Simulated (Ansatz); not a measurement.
Base system: ZnSiP$_{2}$ in the chalcopyrite structure (space group I-42d, No. 122; a = 5.4187 Å, c = 10.5394 Å).

The values are results of plane-wave PAW DFT at the PBE level (Ansatz, a quantum-chemistry and plane-wave program, 420 eV), spin-orbit coupling left out, not measurements.

Before the change:

| Property | Value |
|---|---|
| Volume per atom | 19.34 Å³ |
| Band gap | 1.36 eV |

Perturbation: a hydrostatic pressure of 30 GPa.

How does this affect the volume per atom and band gap?

The volume per atom decreases by 3.81 Å³ to 15.53 Å³; the band gap shrinks by 0.60 eV to 0.76 eV.

Load acts through the strain it causes; cell and atoms are relaxed under it. Stability against distortions was not tested. Competing high-pressure phases were not computed.
